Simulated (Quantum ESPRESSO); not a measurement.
**Variants of one calculation on Sb₃O₄F (P2/c, 16 atoms in the cell)**

```cif
data_F2O8Sb6
_chemical_formula_sum 'Sb6 O8 F2'
_space_group_name_H-M_alt 'P 1'
_space_group_IT_number 1
_cell_length_a 9.46994
_cell_length_b 5.36742
_cell_length_c 5.67027
_cell_angle_alpha 90.000
_cell_angle_beta 92.415
_cell_angle_gamma 90.000
loop_
_space_group_symop_operation_xyz
  'x, y, z'
loop_
_atom_site_label
_atom_site_type_symbol
_atom_site_fract_x
_atom_site_fract_y
_atom_site_fract_z
_atom_site_occupancy
Sb1 Sb 0.80996 0.29348 0.18016 1
Sb2 Sb 0.19004 0.70652 0.81984 1
Sb3 Sb 0.19004 0.29348 0.31984 1
Sb4 Sb 0.80996 0.70652 0.68016 1
Sb5 Sb 0.50000 0.82418 0.25000 1
Sb6 Sb 0.50000 0.17582 0.75000 1
O1 O 0.72592 0.45629 0.45653 1
O2 O 0.27408 0.54371 0.54347 1
O3 O 0.27408 0.45629 0.04347 1
O4 O 0.72592 0.54371 0.95653 1
O5 O 0.62068 0.09037 0.09359 1
O6 O 0.37932 0.90963 0.90641 1
O7 O 0.37932 0.09037 0.40641 1
O8 O 0.62068 0.90963 0.59359 1
F1 F 0.00000 0.57512 0.25000 1
F2 F 0.00000 0.42488 0.75000 1
```

Base run A: PBEsol, GBRV 1.5 ultrasoft (PBESOL) pseudopotentials (Quantum ESPRESSO 7.5), self-consistent single point.

Its settings: ecutwfc = 40 Ry; ecutrho = 200 Ry; occupations = fixed; potentials = {Sb: sb_pbesol_v1.4.uspp.F.UPF, O: o_pbesol_v1.2.uspp.F.UPF, F: f_pbesol_v1.4.uspp.F.UPF}; K_POINTS = automatic 2 5 4 0 0 0; nbnd = 84; conv_thr = 1e-11 Ry.

The starting cell comes from a database of computed structures (which also holds hypothetical and non-ambient phases and stackings), without a prior relaxation at this level. Spin-orbit coupling is off.

ΔF is the free energy per atom less that of run A. 

Run A gave: pressure (GPa) -2.97; largest force (eV/Å) 0.278; gap on the mesh (eV) 2.619; k-points 18.

Runs:
- B: K_POINTS: automatic 2 5 4 0 0 0 → automatic 3 5 5 0 0 0
- C: conv_thr: 1e-11 Ry → 7.3e-12 Ry
- D: nosym: default → true
- E: ecutrho: 200 Ry → 120 Ry
- F: nbnd: 84 → 78
- G: mixing_beta: default → 0.4
- H: mixing_ndim: default → 20

Question: What does run E change against A?

Answer: The free energy drops by 3.6 meV/atom, the pressure goes from -2.97 to -2.60 GPa, the largest force hardly changes (0.278 to 0.279 eV/Å) and the gap on the mesh hardly changes (2.619 to 2.624 eV).

Question: What does run B change against A?

Answer: The free energy hardly moves (within 1 meV/atom), the pressure stays at -2.97 GPa, the largest force stays at 0.278 eV/Å and the gap on the mesh goes from 2.619 to 2.707 eV.

| run | ΔF (meV/atom) | pressure (GPa) | largest force (eV/Å) | gap on the mesh (eV) | k-points |
|---|---|---|---|---|---|
| A | 0.00 | -2.97 | 0.278 | 2.619 | 18 |
| B | -0.06 | -2.97 | 0.278 | 2.707 | 24 |
| C | 0.00 | -2.97 | 0.278 | 2.619 | 18 |
| D | 0.00 | -2.97 | 0.278 | 2.619 | 22 |
| E | -3.6 | -2.60 | 0.279 | 2.624 | 18 |
| F | 0.00 | -2.97 | 0.278 | 2.619 | 18 |
| G | 0.00 | -2.97 | 0.278 | 2.619 | 18 |
| H | 0.00 | -2.97 | 0.278 | 2.619 | 18 |
